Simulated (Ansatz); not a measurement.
Ansatz (a quantum-chemistry and plane-wave program), DFT, PBEsol, plane waves, its default PAW files: Na3BP2, atoms displaced (from the phase in space group 14, mp-29370) (B4Na12P8), 24 atoms. Basis and mesh were picked for this test and aren't claimed converged.

```
Property                                                    Result
------------------------------  ----------------------------------
cell                            7.01, 9.31, 9.16 Å; 90, 110.9, 90°
distance to the nearest atom                        1.68 to 2.95 Å
task                                                  single point
k mesh                                                       4×2×4
hamiltonian.xc                                              pbesol
kind of files                                                  paw
scf.occupations.method                                 fermi_dirac
scf.occupations.width                                      0.05 eV
output.forces                                                 true
binding of workers (--pin)                                     off
k-point pools (--kpoint-pools)                                   1
memory maximum (--max-ram)                                    8GiB
accuracy                                          medium (default)
basis.precision                                     auto (default)
basis.xc_grid                                          2 (default)
scf.mixing.algorithm                                auto (default)
scf.mixing.preconditioner                           auto (default)
scf.convergence.dr2_threshold                5.58091e-07 (default)
scf.lower_state_search                             light (default)
k-points after symmetry                                         20
bands at the start                                             104
electrons                                                      160
plane waves at Γ                                             10943
cutoff (eV)                                                    420
FFT grid                                                  48×64×64
symmetry operations                                              1
```

One run each.

All on 4 threads. Base settings, kept where nothing else is said: scf.eigensolver.kind = auto (default), scf.eigensolver.mixed_precision = false (default), scf.eigensolver.cushion = auto (default), scf.eigensolver.full_accuracy = false (default), scf.algorithm = auto (default) (scf.eigensolver.max_subspace_factor, scf.eigensolver.real_solve not set). The settings tried:
- scf.algorithm = density_mixing
- scf.eigensolver.kind = davidson, scf.eigensolver.mixed_precision = true
- scf.eigensolver.full_accuracy = true
- scf.eigensolver.real_solve = false
- scf.algorithm = direct_min
- the base settings
- scf.eigensolver.kind = davidson
- scf.eigensolver.kind = davidson, scf.eigensolver.max_subspace_factor = 2
- scf.eigensolver.kind = davidson, scf.eigensolver.max_subspace_factor = 6
- scf.eigensolver.mixed_precision = true
- scf.eigensolver.kind = davidson, scf.eigensolver.cushion = true

Problem. Name the extremes by applications of H to a band: fewest, most, and any that don't converge.

Solution. Fewest applications of H to a band, with those close behind: the base settings (31855); scf.algorithm = density_mixing (31855); scf.eigensolver.real_solve = false (31872). Most among those that reach the base run's result: scf.algorithm = direct_min (111147). All converged. In the base run the program took: scf.mixing.algorithm MSR1, scf.eigensolver.kind band_cg, --slots 4.

| setting | applications of H to a band | SCF iterations | end |
|---|---|---|---|
| the base settings | 31855 | 7 | converged |
| scf.algorithm = density_mixing | 31855 | 7 | converged |
| scf.eigensolver.real_solve = false | 31872 | 7 | converged |
| scf.eigensolver.kind = davidson, scf.eigensolver.max_subspace_factor = 6 | 42151 | 7 | converged |
| scf.eigensolver.kind = davidson | 42811 | 7 | converged |
| scf.eigensolver.kind = davidson, scf.eigensolver.mixed_precision = true | 43936 | 7 | converged |
| scf.eigensolver.mixed_precision = true | 43936 | 7 | converged |
| scf.eigensolver.kind = davidson, scf.eigensolver.max_subspace_factor = 2 | 44406 | 7 | converged |
| scf.eigensolver.kind = davidson, scf.eigensolver.cushion = true | 46467 | 7 | converged |
| scf.eigensolver.full_accuracy = true | 76281 | 7 | converged |
| scf.algorithm = direct_min | 111147 | 8 | converged |

An iteration's cost differs between solvers, so these counts don't give the time.

Keys are those of Ansatz 0.2.
